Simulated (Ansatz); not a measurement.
How the lattice parameter c of As (model structure, started from the lonsdaleite type, P6₃/mmc, No. 194, 4 atoms in the cell) moves with the method

No measured value is used here.

```tsv
level (code)	value (Å)
LDA (Ansatz)	(withheld)
PBE (Ansatz)	5.843
PBEsol (Ansatz)	5.655
PBE-D3(BJ) (Ansatz)	5.691
r²SCAN (Ansatz)	(withheld)
r²SCAN+rVV10 (Ansatz)	5.704
```

Question: Complete the blanks.

Answer: 
- LDA (Ansatz, an electronic-structure program), value (Å): 5.598
- r²SCAN (Ansatz), value (Å): 5.752

Cutoffs differ between the levels. Ansatz's density-functional and Hartree–Fock values are scalar-relativistic unless marked +SOC, with PAW data made under PBE.

A model structure was made by putting elements into a prototype or built by hand; it is no filed structure, need not be a known phase, and can be a saddle point held by its symmetry.
